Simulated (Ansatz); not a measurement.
**Ansatz (a program for electronic structure) run on AlCr2C (P6_3/mmc, 8 atoms in the cell): self-consistent single point**

Computed with LDA (PW92), default PAW files made with PBE (plane waves; Ansatz).

Input:

Ansatz 0.2 input:
```yaml
# AlCr2C
crystal:
  lattice:
    - [2.816625, 0.000000, 0.000000]
    - [-1.408312, 2.439268, 0.000000]
    - [0.000000, 0.000000, 12.563566]
  atoms:
    - { symbol: Al, position_ang: [1.408314, 0.813089, 3.140891] }
    - { symbol: Al, position_ang: [-0.000001, 1.626179, 9.422674] }
    - { symbol: Cr, position_ang: [-0.000001, 1.626179, 5.213126] }
    - { symbol: Cr, position_ang: [1.408314, 0.813089, 7.350440] }
    - { symbol: Cr, position_ang: [1.408314, 0.813089, 11.494909] }
    - { symbol: Cr, position_ang: [-0.000001, 1.626179, 1.068657] }
    - { symbol: C, position_ang: [0.000000, 0.000000, 6.281783] }
    - { symbol: C, position_ang: [0.000000, 0.000000, 0.000000] }
basis:
  ecutwfc: 420.0
kpoints:
  mp_grid:
    grid: [13, 13, 3]
hamiltonian:
  xc: lda
  pseudopotentials:
    kind: paw
scf:
  occupations:
    method: gaussian
    width: 0.1
output:
  forces: true
  eigenvalues: true
  stress: true
```

Output (repeated stretches shortened):

```
WARN the atoms were moved onto the symmetric positions of the space group found under crystal.symmetry.tolerance 1.0e-5 (fractional …
WARN ansatz: RAYON_NUM_THREADS=1 ignored (pool sized by the plan → 1); use --threads N
Pseudopotentials: kind: paw
Pseudopotential: Al, paw, valence charge 3
Pseudopotential: Cr, paw, valence charge 14
Pseudopotential: C, paw, valence charge 4
Crystal: 8 atoms, lattice volume = 86.318 Å³
Basis set: ecut = 420 eV, 1709 PW (Γ)
Bands: 43, of which v1, the nominal top of the filled ones, is band 35 counted from 1 (34 counted from 0)
Symmetry: 24 space group operations
Space group: P63/mmc (ITA 194), of the structure as read, at distance tolerance 4.4e-5 Å
k-points: 42 of 507
PAW frozen core: Al, regenerated for the run's functional, and the local potential with it
PAW frozen core: Cr, regenerated for the run's functional, and the local potential with it
PAW frozen core: C, regenerated for the run's functional, and the local potential with it
Initial density: superposition of atomic densities (neutral atoms: chi_scale 0, normalization atom), corrected by the library's trained network
Initial wavefunctions: pseudopotential atomic-orbital guess
Eigensolver: davidson
Functional: x = slater, c = lda
SCF iter   1: F=—  HF=-14805.907565 eV  |F-HF|=—  |Δ(HF+E_count)|=         —  Δρ=1.12e-2  dr2=4.09e-2  ethr=1.77e-3  ⟨swp⟩=5.9  Hψ=6644  notcnv=0
all-band conjugate gradients solve this SCF's bands
preconditioner: auto → Kerker (q_TF=auto, 2.635 Å⁻¹)
SCF iter   2: F=—  HF=-14805.896793 eV  |F-HF|=—  |Δ(HF+E_count)|=   1.08e-2  Δρ=5.10e-3  dr2=8.47e-3  ethr=5.85e-5  ⟨swp⟩=2.5  Hψ=3120  notcnv=0  defer=46
SCF iter   3: F=—  HF=-14805.894458 eV  |F-HF|=—  |Δ(HF+E_count)|=   2.33e-3  Δρ=1.60e-3  dr2=1.37e-3  ethr=1.21e-5  ⟨swp⟩=2.1  Hψ=1954  notcnv=0  defer=46
SCF iter   4: F=—  HF=-14805.894117 eV  |F-HF|=—  |Δ(HF+E_count)|=   3.41e-4  Δρ=4.35e-4  dr2=1.97e-4  ethr=1.96e-6  ⟨swp⟩=2.0  Hψ=2463  notcnv=0  defer=46
SCF iter   5: F=—  HF=-14805.894050 eV  |F-HF|=—  |Δ(HF+E_count)|=   6.65e-5  Δρ=1.19e-4  dr2=1.06e-5  ethr=2.81e-7  ⟨swp⟩=2.0  Hψ=2348  notcnv=0  defer=46
SCF iter   6: F=—  HF=-14805.894058 eV  |F-HF|=—  |Δ(HF+E_count)|=   7.98e-6  Δρ=3.03e-5  dr2=6.28e-7  ethr=1.52e-8  ⟨swp⟩=2.0  Hψ=2451  notcnv=0  defer=46
SCF iter   7: F=—  HF=-14805.894058 eV  |F-HF|=—  |Δ(HF+E_count)|=   1.01e-7  Δρ=1.22e-5  dr2=1.30e-7  ethr=1.43e-10  ⟨swp⟩=8.3  Hψ=6516  notcnv=0
SCF iter   8: F=-14805.894058 eV  HF=-14805.894058 eV  |F-HF|=2.19e-9  |Δ(HF+E_count)|=   2.70e-8  Δρ=2.34e-6  dr2=4.11e-9  ethr=1.43e-10  ⟨swp⟩=4.0  Hψ=5468  notcnv=0
SCF 1 converged in 8 iterations: F = -14805.894058 eV  dr2 = 4.11e-9
SCF converged after 8 iterations
Free energy (F): -14805.894058 eV
Harris-Foulkes:  -14805.894058 eV  (|F-HF|=2.19e-9)
Internal energy: -14805.864007 eV  (E = F + TS)
E sigma→0 (E₀):  -14805.879033 eV
Entropy (-TS):   -0.030051 eV (-3.756 meV/atom)
Fermi energy:    14.974118 eV
--- Per-component energies (eV) ---
  E_band       = -715.156144
  E_kinetic    = 1611.069017
  E_local      = -8492.203123  (includes V_loc(G=0)·N_el)
  E_nonlocal   = 411.838497
  E_hartree    = 3818.141720
  E_xc         = -735.639666
  E_vxc        = -897.636505  (∫ρ·V_xc dr)
  E_paw        = -5634.445147  (= ΣΔE_a)
  E_vpaw       = -984.502185  (= ΣTr[D̂ρ^β])
  E_aug_tail   = 0.001369  (compensation charges beyond the density's cutoff)
  E_ewald      = -5786.324271
  E_core_change = 1.697597  (= ΣΔE_core)
  E_smearing   = -0.030051  (= −TS)
  E_closure    = -0.000000  (closes the sum)
  Σ components = -14805.894058   (vs F -14805.894058, Δ=0.00e0)
--- Forces (eV/Å), atoms counted from 1 ---
  atom   1  Al    -0.00000000    -0.00000000     0.00000000
  atom   2  Al     0.00000000     0.00000000     0.00000000
  atom   3  Cr     0.00000000     0.00000000     0.39073549
  atom   4  Cr    -0.00000000    -0.00000000    -0.39073549
  atom   5  Cr    -0.00000000    -0.00000000     0.39073549
  atom   6  Cr    -0.00000000     0.00000000    -0.39073549
  atom   7  C      0.00000000    -0.00000000     0.00000000
  atom   8  C      0.00000000    -0.00000000     0.00000000
  max |Σ_I F_I| component: 2.04e-16 eV/Å
--- Stress (GPa, compression-positive) ---
       -6.684054      -0.000000       0.000000
       -0.000000      -6.684054       0.000000
        0.000000       0.000000      -6.349960
  P = ⅓ Tr σ = -6.5727 GPa (-65.727 kbar)
  The stress holds the Pulay correction. Without it, at fixed plane waves, as pw.x and ABINIT print it: P = -6.8479 GPa
--- Band table (eV; the first three rows and the last of 42) ---
  k-point 0: bands = ["-56.2351", "-56.2351", "-56.1763", "-56.1762", "-28.0695", "-28.0677", "-27.8301", "-27.8301", "-27.8301", "-27.8301", "-27.7884", "-27.7884", "-27.7884", "-27.7884", "-27.7499", "-27.7480", "1.6221", "1.7314", "5.3240", [...]
  k-point 1: bands = ["-56.2351", "-56.2351", "-56.1763", "-56.1763", "-28.0690", "-28.0681", "-27.8301", "-27.8301", "-27.8301", "-27.8301", "-27.7884", "-27.7884", "-27.7884", "-27.7884", "-27.7494", "-27.7484", "1.6481", "1.7026", "5.4754", [...]
  k-point 2: bands = ["-56.2320", "-56.2319", "-56.1747", "-56.1746", "-28.0655", "-28.0638", "-27.8518", "-27.8517", "-27.8365", "-27.8365", "-27.8026", "-27.8025", "-27.7903", "-27.7902", "-27.7478", "-27.7460", "1.7301", "1.8327", "5.4695", [...]
  k-point 41: bands = ["-56.1618", "-56.1617", "-56.1560", "-56.1560", "-28.1018", "-28.1018", "-28.0651", "-28.0649", "-28.0447", "-28.0446", "-27.9628", "-27.9628", "-27.8171", "-27.8166", "-27.7949", "-27.7945", "3.9809", "3.9812", "8.9313", [...]
```

The run converged in 8 iterations.

The starting cell comes from a database of computed structures (which also holds hypothetical and non-ambient phases and stackings), without a prior relaxation at this level. Its lattice was rescaled by up to half a per cent. Spin polarisation is off. With a pressure of about -7 GPa the cell is away from its equilibrium volume at this level. Ansatz's pressure includes its estimate of the finite-basis (Pulay) stress.
